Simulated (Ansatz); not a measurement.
Base system: SnSe in the GeS type structure (space group Pnma, No. 62; a = 11.534 Å, b = 4.121 Å, c = 4.578 Å; layered, stacked along the Cartesian x axis).

Levels (all Ansatz, a first-principles code, PAW, earlier PAW set): r2SCAN+rVV10 (500 eV, spin-orbit coupling left out); HSE06 (420 eV, scalar-relativistic without spin-orbit coupling).

The geometry is relaxed with r2SCAN+rVV10.

- r2SCAN+rVV10 band gap = 0.89 eV

Task: How does going to HSE06 change the band gap?

Result: The band gap grows by 0.16 eV to 1.05 eV.

Single points use the geometry relaxed with r2SCAN+rVV10. HSE06 was sampled on its mesh, a few special points and the semilocal edge points, so its gap is an upper bound. Whether these cells are dynamically stable was not tested.
